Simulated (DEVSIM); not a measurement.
Schottky contact on n-type Si

Structure: Schottky contact on n-type Si, at 400 K.

| layer (left to right) | material | thickness (μm) | Nd (cm⁻³) | τn (s) | τp (s) |
|---|---|---|---|---|---|
| 1 | Si | 4.00 | 6.4e15 | 1.4e-7 | 1.4e-7 |

Left contact: Schottky, work function 4.88 eV, emission velocity 8e6 cm/s. Right contact: ohmic. Voltage is applied to the left contact. Recombination: SRH at mid-gap. Mobility is constant in doping.

This is a model device: material constants are rounded textbook-type values typed into the input, and sizes, dopings and lifetimes were drawn at random. Values at 300 K; Nc and Nv go as T^1.5, mobilities as T to minus their exponent, the gap by Varshni's rule with the affinity fixed.

```tsv
parameter	Si
gap (eV)	1.124
affinity (eV)	4.05
permittivity	11.7
Nc (cm⁻³)	2.86e19
Nv (cm⁻³)	3.1e19
μn (cm²/Vs)	1417
μp (cm²/Vs)	470
T exponent of μn	2.3
T exponent of μp	2.2
Varshni α (eV/K)	0.000473
Varshni β (K)	636
```

Simulated with DEVSIM: 1D drift-diffusion, Boltzmann statistics, complete ionisation; no tunnelling, impact ionisation, image-force lowering or self-heating. Metal contacts follow the ideal Schottky-Mott rule: no Fermi-level pinning, no interface dipoles.

The potential step across the device at zero bias comes out as 0.525 V. The largest field in the device at zero bias is 34000 V/cm, the dark forward voltage at 1 A/cm² comes out as 0.228 V and the dark forward voltage at 100 A/cm² is 0.442 V.

Small-signal capacitance in reverse bias (quasi-static):

```json
[
 {"V (V)": "-0.2", "C (nF/cm²)": "25.7"},
 {"V (V)": "-0.5", "C (nF/cm²)": "21.9"},
 {"V (V)": "-1", "C (nF/cm²)": "18.2"},
 {"V (V)": "-1.5", "C (nF/cm²)": "15.9"},
 {"V (V)": "-2", "C (nF/cm²)": "14.3"},
 {"V (V)": "-3", "C (nF/cm²)": "12.1"},
 {"V (V)": "-4", "C (nF/cm²)": "10.7"},
 {"V (V)": "-5", "C (nF/cm²)": "9.74"},
 {"V (V)": "-6.5", "C (nF/cm²)": "8.65"},
 {"V (V)": "-8", "C (nF/cm²)": "7.86"},
 {"V (V)": "-10", "C (nF/cm²)": "7.08"}
]
```

Dark reverse current:

| V (V) | J (A/cm²) |
|---|---|
| -0.20 | -0.0016 |
| -0.50 | -0.0017 |
| -1.00 | -0.0018 |
| -1.50 | -0.0018 |
| -2.00 | -0.0019 |
| -3.00 | -0.0020 |
| -4.00 | -0.0020 |
| -5.00 | -0.0021 |
| -6.50 | -0.0021 |
| -8.00 | -0.0022 |
| -10.00 | -0.0023 |
